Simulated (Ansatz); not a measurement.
Short convergence ladders for ScSi2Ni2 (I4mm, 5 atoms in the cell)

```
Sc(SiNi)2
1.0
   -1.89698     1.89698     4.73090
    1.89698    -1.89698     4.73090
    1.89698     1.89698    -4.73090
Sc Si Ni
1 2 2
Direct
  0.00528   0.00528   0.00000
  0.62206   0.62206   0.00000
  0.37794   0.37794   0.00000
  0.25000   0.75000   0.50000
  0.75000   0.25000   0.50000
```

Base method: PBEsol, default PAW files made with PBE (plane waves; Ansatz, an electronic-structure program).

Base settings: basis.ecutwfc = 30.9 Ry; kpoints.mp_grid.grid = 8 8 8; hamiltonian.xc = pbesol; hamiltonian.pseudopotentials = {kind: paw} (the program's default PAW files); scf.occupations.method = fermi_dirac; scf.occupations.width = 0.0073 Ry.

The count of work is k-points × plane waves × bands × iterations; it is no time. Core times come from one kind of shared machine, to one figure; runs under 30 s give none.

**The cutoff for other potential files**

Level: DFT, PBEsol, plane waves, harder PAW files (source: ansatz) made with PBE.

In this ladder: hamiltonian.pseudopotentials = {kind: paw, source: ansatz}.

The second cell is the first with its lattice scaled by 0.98.

The mesh stays at the base's, so the ladder's end is converged at best in this setting alone.

The first pressure column holds Ansatz's estimate of the finite-basis (Pulay) stress, which hides part of the cutoff error; the other is without it.

Only quantities that move along the ladder and can be compared are tabulated.

```tsv
basis.ecutwfc	free energy less the last step's (meV/atom)	energy of the compressed cell less the first (meV/atom)	pressure (GPa)	pressure without the Pulay estimate (GPa)	largest difference of a force vector from the last step's (eV/Å)	count of work / last	core time / last (rough)
30.5 Ry	3816.13	17.28	-0.70	-227.96	0.142	0.11	–
37.1 Ry	715.46	24.19	-0.39	-53.94	0.015	0.14	–
47.4 Ry	42.56	23.76	-0.45	-5.20	0.006	0.21	–
57.3 Ry	1.88	23.36	-0.52	-0.78	0.001	0.28	0.3
67.6 Ry	0.37	23.33	-0.53	-0.54	0.000	0.36	0.3
81.2 Ry	0.23	23.33	-0.53	-0.54	0.000	0.47	0.4
101.4 Ry	0.08	23.33	-0.53	-0.54	0.000	0.65	0.6
135.2 Ry	0.00	23.33	-0.53	-0.53	0.000	1.0	1
```

Coarsest basis.ecutwfc that holds the free energy within 0.5 meV/atom of the last step, with all finer ones: 67.6 Ry, at 0.36 of the last step's count of work and about 0.3 of the last step's time; the step before is off by 1.9 meV/atom.

Coarsest basis.ecutwfc that holds the forces within 0.02 eV/Å of the last step, with all finer ones: 37.1 Ry, at 0.14 of the last step's count of work; the step before is off by 0.14 eV/Å.

Coarsest basis.ecutwfc that holds the energy of the compressed cell less the first within 0.5 meV/atom of the last step, with all finer ones: 47.4 Ry, at 0.21 of the last step's count of work; the step before is off by 0.86 meV/atom.

The energy difference between the two cells stays within 1 meV/atom of the last step's from 37.1 Ry on, the total only from 67.6 Ry on: much of the error is common to both cells and cancels.

At the lowest cutoff the pressure without the Pulay estimate lies 227 GPa under the last step's, the usual sign of Pulay stress in an incomplete plane-wave basis.

**The density cutoff**

The second cell is the first with its lattice scaled by 0.98.

The mesh stays at the base's, so the ladder's end is converged at best in this setting alone.

Only quantities that move along the ladder and can be compared are tabulated.

| basis.ecutrho_ratio | free energy less the last step's (meV/atom) | energy of the compressed cell less the first (meV/atom) | pressure (GPa) |
|---|---|---|---|
| 2 | -3.75 | 23.92 | -0.19 |
| 3 | -0.05 | 23.49 | -0.50 |
| 4 | 0.00 | 23.49 | -0.50 |
| 5 | 0.00 | 23.49 | -0.50 |
| 6 | 0.00 | 23.49 | -0.50 |
| 8 | 0.00 | 23.49 | -0.50 |
| 10 | 0.00 | 23.49 | -0.50 |
| 12 | 0.00 | 23.49 | -0.50 |
| 16 | 0.00 | 23.49 | -0.50 |

Coarsest basis.ecutrho_ratio that holds the energy of the compressed cell less the first within 0.2 meV/atom of the last step, with all finer ones: 3; the step before is off by 0.43 meV/atom.

Coarsest basis.ecutrho_ratio that holds the free energy within 2 meV/atom of the last step, with all finer ones: 3; the step before is off by 3.7 meV/atom.

Coarsest basis.ecutrho_ratio that holds the pressure within 0.2 GPa of the last step, with all finer ones: 3; the step before is off by 0.31 GPa.

The energy difference between the two cells stays within 1 meV/atom of the last step's from 2 on, the total only from 3 on: much of the error is common to both cells and cancels.

**The relaxed cell against the cutoff**

On ScSi2Ni2 (I4/mmm, 5 atoms in the cell): atoms on their sites.

In this ladder: relax = cell and atoms.

The mesh stays at the base's, so the ladder's end is converged at best in this setting alone.

Only quantities that move along the ladder and can be compared are tabulated.

| basis.ecutwfc | relaxed volume (Å³/atom) | relaxation steps | core time / last (rough) |
|---|---|---|---|
| 18.4 Ry | 13.662 | 26 | 0.9 |
| 21.7 Ry | 13.587 | 16 | 0.6 |
| 26.1 Ry | 13.554 | 8 | 0.4 |
| 30.9 Ry | 13.546 | 6 | 0.4 |
| 37.1 Ry | 13.545 | 6 | 0.6 |
| 46.3 Ry | 13.545 | 6 | 0.7 |
| 61.7 Ry | 13.545 | 6 | 1 |

Coarsest basis.ecutwfc that holds the relaxed volume within 0.068 Å³/atom of the last step, with all finer ones: 21.7 Ry; the step before is off by 0.12 Å³/atom.

At the lowest cutoff the cell relaxes to a volume 0.9 % larger than at the highest. Ansatz relaxes on a stress corrected for the finite basis.

On the base run: the starting cell comes from a database of computed structures (which also holds hypothetical and non-ambient phases and stackings), without a prior relaxation at this level. Its lattice was rescaled by up to half a per cent. One atom was moved a little off its site on purpose. Spin polarisation is off.

Left out of this page: 1 run of the series stopped by limits of time or memory.

Keys are those of Ansatz 0.2.
